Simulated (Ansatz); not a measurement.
O on the 1x1 (100) surface of monoclinic HfO2 (cut with top plane 2 O), one in a 1x1 cell, energies for each (27.9 Å²). Energies are against ½ O2(g), without zero-point or thermal terms; each row is named by its start.

Host crystal: monoclinic HfO2, with a band gap (PBE, scalar-relativistic without spin-orbit coupling).

These are PBE (plane waves to 420 eV, PAW; Ansatz, a first-principles code) values and carry that method's errors.

Model: 25-atom slab, 9.3 Å thick at the start under the adsorbate (thin: gaps and levels are the slab's own), 4x4x1 mesh, Fermi-Dirac 0.01 eV, dipole correction, 12 atoms held, the rest relaxed; each run with such symmetry as its start has; spin-polarised, no spin-orbit, no U, no dispersion correction.

A negative adsorption energy means that the adsorbate is more stable on the surface than in its reference. Starts that drift may end in the same place. Heights count from the host atoms within 0.3 Å of the top one. Moments of ungapped slabs depend on the mesh.

```csv
starting site,E_ads (eV),height (Å),nearest host atom (Å),bonded to,change of the vacuum step (eV),lateral drift (Å),moment (μB)
top O (the adsorbate paired with a surface O atom),0.72,0.71,O 1.46,Hf + O,0.64,1.3,0.0
over Hf at depth 1.0 Å,1.81,0.85,Hf 2.09,Hf,0.88,1.1,2.0
hollow O-O-O,1.47,-0.19,O 2.09,2 Hf,0.62,0.6,2.0
hollow O-O-O over O at depth 6.8 Å,1.47,-0.19,O 2.09,2 Hf,0.62,1.1,2.0
bridge O-O (span 5.2 Å),1.47,-0.19,O 2.09,2 Hf,0.62,0.4,2.0
bridge O-O (span 5.3 Å),1.47,-0.19,O 2.09,2 Hf,0.62,1.1,2.0
```
